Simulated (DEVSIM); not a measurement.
Structure: Ru/Si3N4/SiO2/n-Si capacitor, at 300 K.

| layer (left to right) | material | thickness (nm) | Nd (cm⁻³) |
|---|---|---|---|
| 1 | Si3N4 | 3.50 | - |
| 2 | SiO2 | 0.860 | - |
| 3 | Si | 1300 | 9.5e15 |

Metal gate on the left, work function 4.7 eV. Fixed charge at the semiconductor interface 0 cm⁻² (in units of +e); no interface traps.

The device is made up for the run: typed textbook-type constants, with dimensions and the other settings drawn at random. Values at 300 K.

```tsv
parameter	Si3N4	SiO2	Si
gap (eV)	5.1	9	1.124
affinity (eV)	2.1	0.9	4.05
permittivity	7.5	3.9	11.7
Nc (cm⁻³)	-	-	2.86e19
Nv (cm⁻³)	-	-	3.1e19
```

Simulated with DEVSIM: 1D Poisson equation in equilibrium, Boltzmann statistics, complete ionisation; no quantum confinement or tunnelling. Metal contacts follow the ideal Schottky-Mott rule: no Fermi-level pinning, no interface dipoles.

Question: Tabulate band edges, carrier densities and field at -0.1 V on the gate.

Answer: Energies count from the Fermi level of the right contact; mesh points crowd at the junctions.

```
x (μm)     Ec (eV)  Ev (eV)  n (cm⁻³)  p (cm⁻³)  field (V/cm)
---------  -------  -------  --------  --------  ------------
0.000        2.700   -2.400     < 1e2     < 1e2        -59000
0.0009376    2.695   -2.405     < 1e2     < 1e2        -59000
0.002035     2.688   -2.412     < 1e2     < 1e2        -59000
0.003080     2.682   -2.418     < 1e2     < 1e2        -59000
0.003930     3.874   -5.126     < 1e2     < 1e2       -110000
0.004484     0.719   -0.405     2.4e7    4.9e12        -38000
0.005816     0.714   -0.410     2.9e7    4.0e12        -38000
0.009951     0.699   -0.425     5.3e7    2.2e12        -37000
0.01694      0.673   -0.451     1.4e8    8.2e11        -36000
0.03117      0.623   -0.501     9.6e8    1.2e11        -34000
0.06013      0.531   -0.593    3.4e10     3.4e9        -30000
0.1551       0.316   -0.808    1.4e14    840000        -16000
0.3124       0.212   -0.912    7.8e15     15000         -1200
0.6324       0.207   -0.917    9.5e15     12000           ≈ 0
1.035        0.207   -0.917    9.5e15     12000           ≈ 0
1.173        0.207   -0.917    9.5e15     12000           ≈ 0
1.240        0.207   -0.917    9.5e15     12000           ≈ 0
1.274        0.207   -0.917    9.5e15     12000           ≈ 0
1.294        0.207   -0.917    9.5e15     12000           ≈ 0
1.300        0.207   -0.917    9.5e15     12000           ≈ 0
1.303        0.207   -0.917    9.5e15     12000           ≈ 0
1.304        0.207   -0.917    9.5e15     12000           ≈ 0
```
